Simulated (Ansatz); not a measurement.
## Os, thickness series

Take Os in the hcp (Mg type) structure (space group P6_3/mmc, No. 194; a = 2.738 Å, c = 4.316 Å) as the base. Axes: x lies along a and z along c of the hexagonal cell.

Free-standing slabs (1 atom(s) a layer) normal to the z axis with 15 Å of vacuum; in-plane cell held at bulk.

The values are results of r2SCAN in Ansatz (plane waves to 500 eV, PAW, scalar-relativistic without spin-orbit coupling), not measurements.

Candidates:
(a) 4 layers
(b) 6 layers
(c) 3 layers
(d) 2 layers

Base values:

| Property | Result |
|---|---|
| Shortest interatomic distance | 2.675 Å |

Task: Order them by shortest interatomic distance, lowest first.

Result: (d) 2 layers (2.556 Å), (b) 6 layers (2.605 Å), (c) 3 layers (2.612 Å), (a) 4 layers (2.617 Å)

Whether these cells are dynamically stable was not tested. All final runs are without spin polarisation.

Ansatz is a quantum-chemistry and plane-wave program.
